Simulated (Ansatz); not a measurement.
Hypothetical fluorite TaGe2: isotropic strain −1.85 %

The reference is TaGe₂ in the fluorite structure (space group Fm-3m, No. 225; a = 6.276 Å; a hypothetical phase, not in the database extracts checked; relaxed with 0.1 eV smearing).

Perturbation: every lattice vector is shortened by 1.85 %, atoms relaxed at fixed cell.

Calculations: Ansatz (an electronic-structure program), PBE, PAW, cutoff 420 eV, no spin-orbit coupling. Settings: 16×16×16 k-points, 0.1 eV Fermi–Dirac smearing.

| quantity | base | changed | shift |
|---|---|---|---|
| volume per atom | 20.60 Å³ | 19.48 Å³ | -1.12 Å³ |
| space group | Fm-3m (No. 225) | Fm-3m (No. 225) | – |
| shortest interatomic distance | 271.8 pm | 266.7 pm | -5.03 pm |
| energy relative to the base (free energy F) | 0 meV/atom | +21 meV/atom | +21 meV/atom |
| pressure | 0.0 GPa | 6.3 GPa | +6.3 GPa |
| band gap | zero | zero | – |

Final structure:

```
TaGe2
1.0
    0.00000     3.08011     3.08011
    3.08011     0.00000     3.08011
    3.08011     3.08011     0.00000
Ta Ge
1 2
Cartesian
  0.00000   0.00000   0.00000
  1.54005   1.54005   1.54005
  4.62016   4.62016   4.62016
```

Cost of the whole job for the changed cell (relaxation, final SCF and bands): about 11 core-seconds (a rough figure).

Stability against distortions was not tested. The final runs are not spin-polarised. An odd electron count without spin: TaGe2. TaGe2 has a high density of states at the Fermi level and may be magnetic at this level.
